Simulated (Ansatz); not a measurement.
Start from SrTiO₃ in the cubic perovskite structure (space group Pm-3m, No. 221; a = 3.8911 Å).

Now apply this change: every Ti is replaced by Sc, then cell and atoms are relaxed.

Levels (all Ansatz, a quantum-chemistry and plane-wave program, PAW): PBEsol (420 eV, scalar-relativistic without spin-orbit coupling); r2SCAN (500 eV, no SOC).

The geometry is relaxed with PBEsol.

| Property | Value |
|---|---|
| PBEsol magnetic state | ferromagnetic |
| PBEsol pressure | 0.0 GPa |
| PBEsol largest site moment | 0.31 μB |

Problem. How does going to r2SCAN change the magnetic state, pressure and largest site moment?

Solution. The magnetic state remains ferromagnetic; the pressure goes from zero to 2.5 GPa; the largest site moment is nearly the same (0.31 μB against 0.34 μB).

The magnetic state is the one reached from the starting moments; the real material's order can differ, and small cells can't hold many antiferromagnetic ones. Single points use the geometry relaxed with PBEsol. Their cutoffs differ, which shifts pressures a little. No phonon test of stability was made. For SrScO3 in this form, whether it has been made was not checked. Spin-polarised in the final run: PBEsol SrScO3 and r2SCAN SrScO3; the other runs are not. Many cubic perovskites are stable only at high temperature; tilts and polar distortions were not tested.
